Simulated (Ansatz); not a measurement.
Adsorption energy and surface dipole of O on the 1x1 (111) surface of ceria (cut with top plane O), one in a 2x2 cell, started at the site 'top Ce', worked from the runs' numbers; total energies count from the potentials' own zero.

Host crystal: ceria, with a band gap (PBE, scalar-relativistic without spin-orbit coupling).

Method: HSE06, at the PBE geometry (plane waves to 420 eV, PAW; Ansatz, an electronic-structure program).

Slab: 37 atoms, 7.8 Å thick at the start under the adsorbate (thin: gaps and levels are the slab's own); k 3x3x1, smearing 0.01 eV, dipole-corrected; single point; on the structure that PBE left under its start's symmetry; spin-polarised, ending with about 2.0 μB a cell; orders that need a larger cell were not tried, no spin-orbit, no U, no dispersion correction. The program's check for a lower electronic state was not made. It is one chosen start, not shown to be the lowest state of the adsorbate.

```json
[
 {"quantity": "slab with the adsorbate", "value": "-93180.210 eV"},
 {"quantity": "clean slab, same cell and mesh", "value": "-92618.019 eV"},
 {"quantity": "reference, ½ O2(g)", "value": "-564.662 eV"},
 {"quantity": "area of the cell", "value": "51.72 Å²"},
 {"quantity": "change of the step from the bottom to the top vacuum level", "value": "0.331 eV"}
]
```

**Question.** What is the adsorption energy against this reference?

**Answer.** E(slab + adsorbate) − E(slab) − E(reference) = 2.47 eV, so in this state the adsorbate is less stable than in the reference, at a coverage of 1.93 a nm².

**Question.** What dipole does adsorption add to the slab along the outward normal (Helmholtz relation, ε₀ = 0.005526 e/(V·Å))?

**Answer.** p = −ε₀·A·ΔV = -0.095 e·Å = -0.45 D; its negative end points to the vacuum, which raises the vacuum level.
